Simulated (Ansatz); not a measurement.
# What Bi on a N site, symmetric start does to BN

Start from a 16-atom supercell of BN in the wurtzite structure (space group P6_3mc, No. 186; a = 2.5545 Å, c = 4.2246 Å) at its relaxed geometry.

Modification: a neutral Bi on a N site, symmetric start, atoms relaxed at fixed cell.

Calculations: PBE (Ansatz, an electronic-structure program, PAW, no SOC). Settings: 8×8×8 k-points, 0.01 eV Fermi–Dirac smearing.

```json
[
 {"quantity": "pressure", "base": "0.0 GPa", "changed": "89.3 GPa", "shift": "+89.3 GPa"},
 {"quantity": "energy gained by relaxation", "base": "–", "changed": "20.60 eV", "shift": "–"},
 {"quantity": "largest displacement of a host atom from its site in the perfect cell", "base": "–", "changed": "0.57 Å", "shift": "–"},
 {"quantity": "mean distance from the defect site to its nearest host atoms", "base": "1.57 Å", "changed": "2.11 Å", "shift": "+0.54 Å"}
]
```

Final structure:

```
CELL_PARAMETERS angstrom
      5.10906     0.00000     0.00000
     -2.55453     4.42457     0.00000
      2.55453     4.42457     4.22457
ATOMIC_POSITIONS crystal
  B  0.21904 0.05238 0.11429
  B  0.34301 0.67529 0.99242
  B  0.83986 0.17215 0.99242
  B  0.83986 0.67529 0.99242
  B  0.64709 0.93411 0.45940
  B  0.64709 0.25358 0.45940
  B  0.32762 0.93411 0.45940
  B  0.17294 0.33960 0.49373
  Bi 0.69496 0.52829 0.63838
  N  0.71801 0.04194 0.63414
  N  0.18979 0.51371 0.63414
  N  0.18979 0.04194 0.63414
  N  0.03380 0.21911 0.12355
  N  0.03380 0.69115 0.12355
  N  0.56176 0.21911 0.12355
  N  0.53996 0.70663 0.12671
```

Cost of the whole job for the changed cell (relaxation, final SCF and bands): very roughly 11 core-minutes.

The magnetic state is the one reached from the starting moments; the real material's order can differ, and small cells can't hold many antiferromagnetic ones. In so small a cell the defect repeats every few ångströms: this is an ordered compound, not a dilute defect. The mesh was chosen for an insulator and is coarse for the gapless case. The defect started on the symmetric site and kept its symmetry, so it may sit on a saddle. Seeded moments were not kept for Bi on a N site. The defect cell is spin-polarised and ends with 0.0 μB.
